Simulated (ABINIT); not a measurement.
Band structure of RbHgO3 (Pm-3m, 5 atoms in the cell).

```
RbHgO3
1.0
    4.39356     0.00000     0.00000
    0.00000     4.39356     0.00000
    0.00000     0.00000     4.39356
Rb Hg O
1 1 3
Direct
  0.00000   0.00000   0.00000
  0.50000   0.50000   0.50000
  0.50000   0.50000   0.00000
  0.50000   0.00000   0.50000
  0.00000   0.50000   0.50000
```

Level of theory: PBEsol, norm-conserving pseudopotentials (PseudoDojo nc-sr-04 PBEsol standard) (plane waves; ABINIT 10.0.3).

Settings: pseudos = [Rb.upf, Hg.upf, O.upf]; ecut = 42 Ha; occopt = 3; tsmear = 0.05 eV; ngkpt = 5 5 5; nshiftk = 1; shiftk = 0 0 0; potentials = PseudoDojo nc-sr-04 PBEsol standard; kptopt = 1; nstep = 50; tolvrs1 = 1e-10; ndtset = 2; getden2 = 1.

The starting cell comes from a database of computed structures (which also holds hypothetical and non-ambient phases and stackings), without a prior relaxation at this level. Its lattice was rescaled by a random factor within 2.5 % of one. Spin-orbit coupling is off.

Levels in eV from the Fermi level, bands 21 to 28:
| point | 21 | 22 | 23 | 24 | 25 | 26 | 27 | 28 |
|---|---|---|---|---|---|---|---|---|
| Γ | -0.48 | -0.48 | -0.35 | -0.35 | -0.35 | 2.14 | 7.94 | 8.20 |
| X | -0.73 | -0.55 | -0.55 | -0.11 | -0.11 | 5.53 | 8.12 | 9.29 |
| M | -0.70 | -0.28 | -0.28 | 0.13 | 1.86 | 6.98 | 9.73 | 9.73 |
| R | 0.15 | 0.15 | 0.15 | 1.86 | 1.86 | 7.81 | 7.81 | 7.81 |

Bands cross the Fermi level along this path, so the cell is metallic at this level.
